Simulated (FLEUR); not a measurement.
Worked example: self-consistent single point of TiSi (Amm2, 2 atoms in the cell) in FLEUR.

Method of the run: LDA (Perdew-Zunger), all-electron FLAPW (FLEUR), scalar-relativistic valence in FLEUR.

```xyz
2
Lattice="3.8343 0.0000 0.0000 0.0000 1.8235 2.1594 0.0000 -1.8235 2.1594" Properties=species:S:1:pos:R:3 pbc="T T T"
Ti     0.0000     0.0000     0.1937
Si     1.9171     0.0000     2.4041
```

Reference input (self-consistent single point, DFT, PBEsol, all-electron FLAPW (FLEUR), scalar-relativistic valence): Kmax = 4.5 1/bohr; GmaxXC = 18 1/bohr; xcFunctional = PBEs; jspins = 1; l_soc = F; mode = hist; fermiSmearingEnergy = 0.00499791 Htr; mesh (inpgen div1-3) = 11 16 16; inpgen gamma flag = true; Gmax = 18 1/bohr; numbands = 0; maxIterBroyd = 99. This run's input differs from it in these lines:

```diff
@@ -14,3 +14,3 @@
 &comp jspins=1 /
-&exco xctyp='PBEs' /
+&exco xctyp='pz' /
 &kpt div1=11 div2=16 div3=16 gamma=t /
@@ -27,3 +27,3 @@
       <coreElectrons ctail="T" frcor="F" kcrel="0" coretail_lmax="0"/>
-      <xcFunctional name="PBEs" relativisticCorrections="F"/>
+      <xcFunctional name="pz" relativisticCorrections="F"/>
       <magnetism jspins="1"/>
```

Output, abridged:

```
 Iteration:     1   Distance:       7.46732340 me/bohr^3
 Iteration:     2   Distance:       6.93827204 me/bohr^3
 Iteration:     3   Distance:       3.05068497 me/bohr^3
 Iteration:     4   Distance:       1.58634387 me/bohr^3
 Iteration:     5   Distance:       1.16721376 me/bohr^3
   [... 7 lines left out ...]
 Iteration:    13   Distance:       0.00006843 me/bohr^3
 Iteration:    14   Distance:       0.00012333 me/bohr^3
 Iteration:    15   Distance:       0.00003834 me/bohr^3
 Iteration:    16   Distance:       0.00000150 me/bohr^3
 Reset of history
 Run finished successfully
 Stop message:
   Structural relaxation: new displacements generated

[file out, last iteration]
             iter=     17
[...]
          total density-effective poten   -1.7994634552E+03
          total charge density-energy d   -6.0232881939E+01
 Updated energy parameters for spin:           1
[...]
 fermi energy and band-weighting factors:

[...]
FERMIE:
          first approx. to ef    (T=0)  :   0.385061 htr   (energy of the highest occ. eigenvalue)
          number of occ. states  (T=0)  :       3511
          first approx. to seigv (T=0)  :  -6.288614 htr
          sum of weights of occ. states :   8.000000
          sum of semicore charge        :   0.000000 e
FERHIS:  Fermi-Energy by histogram:
          bandgap                     :   0.000024 htr
   [... lines left out ...]
          charge neutrality (T=0)     :   0.000000    (zero if the highest occ. eigenvalue is "entirely" occupied)
     EF_NEWTON:  Adjust Fermi-Energy by Newton-Method.
 Direct bandgap for spin            1 :    1.8740190031569792E-003  Htr
 ---->    free energy=                     -1141.0877338745 htr
   [... lines left out ...]
      extrapolation for T->0
 ---->    total electron energy=           -1141.0862405516 htr
 ***** TOTAL FORCES ON ATOMS *****
 TOTAL FORCE FOR ATOM TYPE=  1  X=  0.000   Y=  0.000   Z=  0.366
                       FX_TOT= 0.000000 FY_TOT= 0.000000 FZ_TOT= 0.000434
 TOTAL FORCE FOR ATOM TYPE=  2  X=  3.623   Y=  0.000   Z= -3.618
                       FX_TOT= 0.000000 FY_TOT= 0.000000 FZ_TOT=-0.000446
```

The run converged in 16 iterations. FLEUR gives forces in its relaxation mode, with a further iteration, so its stop message speaks of a relaxation. Against the reference run the largest force goes from 0.031 to 0.023 eV/Å.

The starting cell comes from a database of computed structures (which also holds hypothetical and non-ambient phases and stackings), without a prior relaxation at this level. Its lattice was rescaled by a random factor within 2.5 % of one. Spin polarisation is off. Values depend on the basis (sphere radii, cutoffs, local orbitals), which need not be converged. The log's line on a gap gives a spacing of levels on this mesh, which the program prints for metals too.

Cost on one core of a shared machine: roughly 6 min.
